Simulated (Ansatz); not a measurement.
## MgRh (Pm-3m): band-structure transport figures

Consider the following.

```
CELL_PARAMETERS angstrom
      3.08323     0.00000     0.00000
      0.00000     3.08323     0.00000
      0.00000     0.00000     3.08323
ATOMIC_POSITIONS crystal
  Mg 0.00000 0.00000 0.00000
  Rh 0.50000 0.50000 0.50000
```

The numbers are results of PBEsol with spin-orbit coupling, rigid bands (plane waves, PAW; Ansatz, an electronic-structure program), not measurements. Condition of this run: spin-orbit coupling switched on. Geometry: cell and atoms relaxed with PBEsol.

```
Quantity                                                         Result
------------------------------------  ---------------------------------
density of states at the Fermi level  1.17 states/(eV·cell), both spins
bare Sommerfeld coefficient                   1.38 mJ/(mol of atoms·K²)
Drude plasma energy                                              6.9 eV
root-mean-square Fermi velocity                               6.8e5 m/s
resistivity times τ                                   10.2 ×10⁻²² Ω·m·s
```

A metal at this level (no band gap); rigid bands, thermally averaged at 300 K, both spins. τ is one relaxation time for all states.

Formula and space group known from diffraction (Crystallography Open Database), not checked to be the room-temperature form: MgRh (Pm-3m).
